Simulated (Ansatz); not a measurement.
SiO2: transverse stress against strain

SiO2 (rutile, P4_2/mnm, 7.854 Å³/atom at rest, c along z) under a strain ε along a (axis x), the other axes held. PBEsol in Ansatz, a plane-wave DFT program (PAW, default set), 420 eV, 8×8×12 Γ-centred mesh, Fermi-Dirac smearing 0.05 eV; ions are relaxed within the symmetry of each cell. Stress is positive for a compressed cell.

Here s stands for strain and y for stress zz.

```
strain (%)  stress zz (GPa)
----------  ---------------
-3.00                     ?
-1.20                  2.25
-0.60                  1.12
0.00                  -0.01
0.60                  -1.11
1.20                  -2.20
```

Taking a straight line for y over the 5 complete rows: Means: s 0, y 0.010. About the means, the sum of products is -6.6780 and the sum of squares of s is 3.6000; the slope is their ratio. Least squares gives y = 0.010 - 1.8550·s. Residuals (row less fit): 0.014, -0.003, -0.020, -0.007, 0.016; standard error 0.017 (degrees of freedom: 3). The slope gives the elastic constant C13 = 186 ± 0.9 GPa.

Question: Predict the withheld y at s = -3.00 from the fit, and compare with the calculation.

Answer: y = 0.010 - 1.8550 × (-3.0) = 5.575 GPa. The calculation gives 5.68 GPa, 0.105 GPa above the prediction (1.3 % of the range of y in the table). The row lies outside the fitted rows, so this is an extrapolation. From the scatter of the fitted rows alone, a prediction at this place has a standard error of 0.034 GPa, so the miss is 3.1 times that.

One order more, fitted to all 11 runs of the series, follows each within 0.01, so the miss is the next term of a smooth law. SiO2 is here stishovite, a high-pressure form. Rows are the converged runs of the series near zero and its far end; series whose fitted rows scatter by over a few per cent of the range, as at a crossing or softening among them, aren't shown in this form. Most that stay on the fit to the last digits aren't either.
